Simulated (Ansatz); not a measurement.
**Convergence study of the k-point mesh at a smearing width of 0.02 eV for Zr (Im-3m, 1 atom in the cell)**

```
Zr
1.0
   -1.79980     1.79980     1.79980
    1.79980    -1.79980     1.79980
    1.79980     1.79980    -1.79980
Zr
1
Direct
  0.00000   0.00000   0.00000
```

Level of theory: LDA (PW92), default PAW files made with PBE (plane waves; Ansatz, a first-principles code).

Base settings: basis.ecutwfc = 30.9 Ry; kpoints.mp_grid.grid = 13 13 13; hamiltonian.xc = lda; hamiltonian.pseudopotentials = {kind: paw} (the program's default PAW files); scf.occupations.method = fermi_dirac; scf.occupations.width = 0.0073 Ry.

In this ladder: scf.occupations.width = 0.0015 Ry.

Only quantities that move along the ladder and can be compared are tabulated.

The count of work is k-points × plane waves × bands × iterations; it is no time. 

The starting cell comes from a database of computed structures (which also holds hypothetical and non-ambient phases and stackings), without a prior relaxation at this level. Its lattice was rescaled by up to half a per cent. In the base run, with a pressure of about -8 GPa the cell is away from its equilibrium volume at this level. Ansatz's pressure includes its estimate of the finite-basis (Pulay) stress.

Steps (kpoints.mp_grid.grid): 5 5 5; 6 6 6; 7 7 7; 8 8 8; 10 10 10; 12 12 12; 14 14 14; 17 17 17; 25 25 25; 30 30 30.

What is the coarsest kpoints.mp_grid.grid that holds the free energy within 2 meV/atom of the last step, with all finer ones?

12 12 12, at 0.096 of the last step's count of work; the step before is off by 3.4 meV/atom.

What is the coarsest kpoints.mp_grid.grid that holds the pressure within 0.5 GPa of the last step, with all finer ones?

12 12 12, at 0.096 of the last step's count of work; the step before is off by 0.54 GPa.

| kpoints.mp_grid.grid | free energy less the last step's (meV/atom) | pressure (GPa) | count of work / last |
|---|---|---|---|
| 5 5 5 | -52.07 | -8.49 | 0.013 |
| 6 6 6 | 7.46 | -9.14 | 0.021 |
| 7 7 7 | 54.49 | -7.97 | 0.027 |
| 8 8 8 | 6.54 | -7.99 | 0.039 |
| 10 10 10 | -3.38 | -8.96 | 0.062 |
| 12 12 12 | -0.28 | -8.60 | 0.096 |
| 14 14 14 | -0.58 | -8.40 | 0.14 |
| 17 17 17 | -1.02 | -8.56 | 0.22 |
| 25 25 25 | 0.11 | -8.54 | 0.61 |
| 30 30 30 | 0.00 | -8.42 | 1.0 |

Two neighbours can agree and both be off: 7 7 7 and 8 8 8 differ by 0.02 GPa in the pressure, yet lie about 0.44 GPa from the last step.

Keys are those of Ansatz 0.2.
